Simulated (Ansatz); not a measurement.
The parent structure is HfN in the rock salt structure (space group Fm-3m, No. 225; a = 4.5479 Å).

Method: PBE (Ansatz, a quantum-chemistry and plane-wave program; PAW; 420 eV plane waves; no spin-orbit coupling).

Before the change:

The density is 13.59 g/cm³.

Modification: cell and atoms relaxed at a pressure of 0.3 GPa.

Problem. How does this affect the density?

Solution. The density rises by 0.02 g/cm³, from 13.59 g/cm³ to 13.61 g/cm³.

Load acts through the strain it causes; cell and atoms are relaxed under it. Stability against distortions was not tested. The final runs are not spin-polarised. An odd electron count without spin: HfN.
